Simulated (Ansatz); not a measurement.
The parent structure is Se (space group P3_121, No. 152; a = 4.507 Å, c = 4.989 Å; made of chains). Axes: x lies along a and z along c of the hexagonal cell.

Structures relaxed with r2SCAN in Ansatz (plane waves to 500 eV, PAW, no spin-orbit coupling), earlier PAW set.

Base:

Simulated powder pattern, Cu Kα1, λ = 1.54056 Å (kinematic, ideal powder, no thermal factors, no anomalous dispersion; the 14 strongest lines at most, above 2 %, up to 2θ = 90°):

```csv
2θ (°),I/Imax (%),hkl
22.77,53,(100)
29.02,100,(101)
39.98,16,(110)
43.00,34,(012)
44.06,28,(111)
50.16,25,(201)
54.86,15,(112)
55.19,6.8,(003)
60.15,15,(022)
60.46,6.9,(013)
62.96,20,(210)
65.98,6.7,(121)
75.45,8.1,(031)
88.54,16,(213)
```

Modification: uniaxial stress, 8 GPa tension along z; all other stress components relax to zero.

Problem. Predict the new powder pattern.

Solution. 
Simulated powder pattern, Cu Kα1, λ = 1.54056 Å (kinematic, ideal powder, no thermal factors, no anomalous dispersion; the 14 strongest lines at most, above 2 %, up to 2θ = 90°):

```tsv
2θ (°)	d (Å)	I/Imax (%)	hkl
25.00	3.559	42	(100)
29.64	3.011	100	(101)
40.75	2.212	41	(012)
44.03	2.055	13	(110)
47.01	1.931	24	(111)
48.30	1.883	11	(003)
53.97	1.697	21	(201)
55.14	1.664	9.0	(103)
55.23	1.662	15	(112)
61.54	1.506	14	(022)
67.40	1.388	7.4	(113)
69.86	1.345	15	(210)
71.87	1.313	7.6	(104)
89.45	1.095	16	(213)
```

The indices refer to the base's conventional cell; one index is shown for lines that coincide.

A case with no gap was solved on a k-mesh chosen for an insulator, which is coarse for it. Load acts through the strain it causes; cell and atoms are relaxed under it. Stability under load was not tested beyond the relaxation. No dispersion term is included, though the crystal is made of layers, chains or molecules, so its spacings can come out too wide.

Ansatz is an electronic-structure program.
